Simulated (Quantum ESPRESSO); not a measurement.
Quantum ESPRESSO run on BeMo₃ (Pm-3n, 8 atoms in the cell): self-consistent single point.

Method of the run: LDA (PZ), GBRV 1.5 ultrasoft (LDA) pseudopotentials (plane waves; Quantum ESPRESSO).

```xyz
8
Lattice="4.8064 0.0000 0.0000 0.0000 4.8064 0.0000 0.0000 0.0000 4.8064" Properties=species:S:1:pos:R:3 pbc="T T T"
Be     0.0000     0.0000     0.0000
Be     2.4032     2.4032     2.4032
Mo     1.2016     0.0000     2.4032
Mo     3.6048     0.0000     2.4032
Mo     2.4032     3.6048     0.0000
Mo     2.4032     1.2016     0.0000
Mo     0.0000     2.4032     3.6048
Mo     0.0000     2.4032     1.2016
```

Reference input (self-consistent single point, DFT, PBEsol, plane waves, GBRV 1.5 ultrasoft (PBESOL) pseudopotentials): ecutwfc = 40 Ry; ecutrho = 320 Ry; occupations = smearing; smearing = gauss; degauss = 0.0073499 Ry; potentials = {Be: be_pbesol_v1.4.uspp.F.UPF, Mo: mo_pbesol_v1.uspp.F.UPF}; K_POINTS = automatic 7 7 7 0 0 0; conv_thr = 1e-10 Ry; mixing_beta = 0.3. This run's input differs from it in these lines:

```diff
@@ -23,4 +23,4 @@
 ATOMIC_SPECIES
-Be     9.0122  be_pbesol_v1.4.uspp.F.UPF
-Mo    95.9500  mo_pbesol_v1.uspp.F.UPF
+Be     9.0122  be_lda_v1.4.uspp.F.UPF
+Mo    95.9500  mo_lda_v1.uspp.F.UPF
 ATOMIC_POSITIONS {angstrom}
```

Output (repeated stretches shortened):

```
     Self-consistent Calculation

     iteration #  1     ecut=    40.00 Ry     beta= 0.30

     Threshold (ethr) on eigenvalues was too large:
     Diagonalizing with lowered threshold

     total energy              =    -892.98086340 Ry
     estimated scf accuracy    <       0.20150167 Ry

     iteration #  2     ecut=    40.00 Ry     beta= 0.30

     total energy              =    -892.96829065 Ry
     estimated scf accuracy    <       0.05012775 Ry

     iteration #  3     ecut=    40.00 Ry     beta= 0.30

     total energy              =    -892.97682502 Ry
     estimated scf accuracy    <       0.00574281 Ry

   [... 9 blocks of this kind left out ...]

     iteration # 13     ecut=    40.00 Ry     beta= 0.30

     total energy              =    -892.97858272 Ry
     estimated scf accuracy    <          6.4E-10 Ry

     iteration # 14     ecut=    40.00 Ry     beta= 0.30
     End of self-consistent calculation

     the Fermi energy is    18.3092 ev

!    total energy              =    -892.97858272 Ry
     estimated scf accuracy    <          6.2E-11 Ry
     smearing contrib. (-TS)   =      -0.00224250 Ry
     internal energy E=F+TS    =    -892.97634023 Ry

     convergence has been achieved in  14 iterations

     Forces acting on atoms (cartesian axes, Ry/au):

     atom    1 type  1   force =     0.00000000    0.00000000    0.00000000
   [... zero for the other atoms too ...]

     Total force =     0.000000     Total SCF correction =     0.000000

          total   stress  (Ry/bohr**3)                   (kbar)     P=      -67.29
  -0.00045744   0.00000000   0.00000000          -67.29        0.00        0.00
   0.00000000  -0.00045744   0.00000000            0.00      -67.29        0.00
   0.00000000   0.00000000  -0.00045744            0.00        0.00      -67.29

   JOB DONE.
```

The run converged in 14 iterations. Against the reference run the pressure goes from -2.37 to -6.73 GPa.

The starting cell comes from a database of computed structures (which also holds hypothetical and non-ambient phases and stackings), without a prior relaxation at this level. Its lattice was rescaled by a random factor within 2.5 % of one. Spin polarisation is off. With a pressure of about -7 GPa the cell is away from its equilibrium volume at this level.

Cost on one core of a shared machine: roughly 90 s.
